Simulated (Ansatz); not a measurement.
Worked calculations on one periodic cell of amorphous Al$_{28}$O$_{43}$Na$_{2}$: Al28O43Na2, 73 atoms, volume 805.9 Å³, made by a melt-quench on the CHGNet potential and relaxed with DFT. O atoms were pushed apart under 1.9 Å during the dynamics, to hinder bonds among them. It is a model cell: composition and starting density were chosen by hand, and all elements were melted together. Cycles of charging were run to anneal it. The numbers are results of PBE, scalar-relativistic without spin-orbit coupling (plane waves to 420 eV, PAW; Ansatz, a first-principles code), not measurements. Sampling: a 2×2×2 Γ-centred mesh; Fermi-Dirac width 0.02 eV; no spin polarisation. Its volume was held where the quench left it, its shape was free, and it stands at a mean pressure of 5.4 GPa with stress components up to 5.4 GPa; the relaxation ran on the zone centre alone. Its density went from a set 3.07 to 3.07 g/cm³. The cell is small and was quenched far faster than a real film, so it is one sample of the glass.

Four energies for an added electron at PBE on the zone centre alone (charged cells in a uniform background, spin-polarised): neutral at the neutral geometry -42520.108 eV; charged at the neutral geometry -42511.520 eV; charged and relaxed -42511.540 eV; neutral at the charged geometry -42520.086 eV.

Problem. Find the two relaxation energies and their sum, the reorganisation energy.

Solution. On charging: -42511.520 − (-42511.540) = 0.020 eV. On discharging: -42520.086 − (-42520.108) = 0.022 eV. The sum is 0.042 eV. The carrier's level spreads over 61 of the 73 atoms' worth, more than a fifth of the atoms or a third of the atoms of its main element (six at least), and the sum is small, so it counts as a band carrier, whose relaxation energy shrinks as the cell grows. PBE's self-interaction favours spread-out carriers, so a hybrid can localise more.

Four energies for a hole at PBE on the zone centre alone (charged cells in a uniform background, spin-polarised): neutral at the neutral geometry -42520.108 eV; charged at the neutral geometry -42524.917 eV; charged and relaxed -42525.024 eV; neutral at the charged geometry -42519.960 eV.

Problem. Find the two relaxation energies and their sum, the reorganisation energy.

Solution. On charging: -42524.917 − (-42525.024) = 0.107 eV. On discharging: -42519.960 − (-42520.108) = 0.148 eV. The sum is 0.255 eV. The carrier's level spreads over 14 of the 73 atoms' worth, so it counts as partly localised, most on one O atom with neighbours Al 1.81 Å, Al 1.83 Å, Al 1.84 Å (neutral geometry). The values are uncorrected: the image energy of a point charge in this cell, 2.84 × 14.40 / (2 × 9.3) = 2.2 eV before screening, is screened by electrons alone at the fixed geometry and by ions too after relaxing, and the carrier can be spread before it relaxes, so each term can be off by up to that value times 1/ε∞, some tenths of an eV. PBE's self-interaction favours spread-out carriers, so a hybrid can localise more.
